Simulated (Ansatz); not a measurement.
**CdTe: biaxial strain +0.50 %, plane normal [001], relaxed out of plane**

The reference is CdTe in the zinc blende structure (space group F-43m, No. 216; a = 6.409 Å). Axes: x, y, z lie along the cube axes.

Perturbation: biaxial strain +0.50 %, plane normal [001], relaxed out of plane (Cartesian); in-plane vectors clamped, the third vector and the atoms free.

Level of theory: LDA (Ansatz, a quantum-chemistry and plane-wave program), scalar-relativistic without spin-orbit coupling. Settings: 9×9×9 k-points, 0.05 eV Fermi–Dirac smearing.

The space group becomes I-4m2 (No. 119) (base: F-43m (No. 216)) and the shortest interatomic distance rises by 0.003 Å to 2.778 Å. The energy stays essentially unchanged and the pressure (mean of the normal stresses, compression positive) goes from zero to -0.15 GPa. The band gap drops by 0.036 eV (0.61 eV → 0.58 eV) and the gap character is still direct at Γ. The valence-band top at Γ (three highest levels, from the VBM) goes from 0.00, 0.00, 0.00 eV to 0.00, -0.04, -0.04 eV and the valley order (the lowest conduction-band minima on the path, energy above the VBM, named in the base's zone) goes from Γ 0.61 eV; L along ⟨111⟩ 1.68 eV to Γ 0.58 eV; L along [1-1-1] 1.65 eV. The out-of-plane strain is -0.68 % and the mean in-plane stress (compression positive) comes out as -0.2 GPa.

Spin-orbit coupling, missing from the scalar runs, can matter with Te. Whether these cells are dynamically stable was not tested. k-point labels follow each cell's own Brillouin zone.
